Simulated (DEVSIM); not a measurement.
Device: Ru/HfO2/p-Ge capacitor, at 300 K.

```
layer (left to right)  material  thickness (nm)  Na (cm⁻³)
---------------------  --------  --------------  ---------
1                          HfO2            11.0          -
2                            Ge             700     7.3e17
```

Metal gate on the left, work function 4.7 eV. Fixed charge at the semiconductor interface -3.8e10 cm⁻² (in units of +e); no interface traps.

The device is made up for the run: typed textbook-type constants, with dimensions and the other settings drawn at random. Values at 300 K; Nc and Nv go as T^1.5, mobilities as T to minus their exponent, the gap by Varshni's rule with the affinity fixed.

| parameter | HfO2 | Ge |
|---|---|---|
| gap (eV) | 5.7 | 0.664 |
| affinity (eV) | 2.5 | 4 |
| permittivity | 22 | 16 |
| Nc (cm⁻³) | - | 1.04e19 |
| Nv (cm⁻³) | - | 6e18 |
| Varshni α (eV/K) | - | 0.000477 |
| Varshni β (K) | - | 235 |

DEVSIM, 1D Poisson equation in equilibrium, Boltzmann statistics, complete ionisation; no quantum confinement or tunnelling. Metal contacts follow the ideal Schottky-Mott rule: no Fermi-level pinning, no interface dipoles.

The temperature was swept, all else fixed.

```tsv
temperature (K)	threshold voltage (band bending 2φF) (V)	minimum of the low-frequency capacitance (μF/cm²)	flat-band voltage (V)
250	0.90	0.340	0.06
300	0.87	0.362	0.09
350	0.84	0.390	0.13
400	0.81	0.425	0.17
450	0.78	0.468	0.21
500	0.74	0.528	0.25
```

From the first row to the last the threshold voltage (band bending 2φF) goes from 0.90 to 0.74. From the first row to the last the minimum of the low-frequency capacitance goes from 0.340 to 0.528.
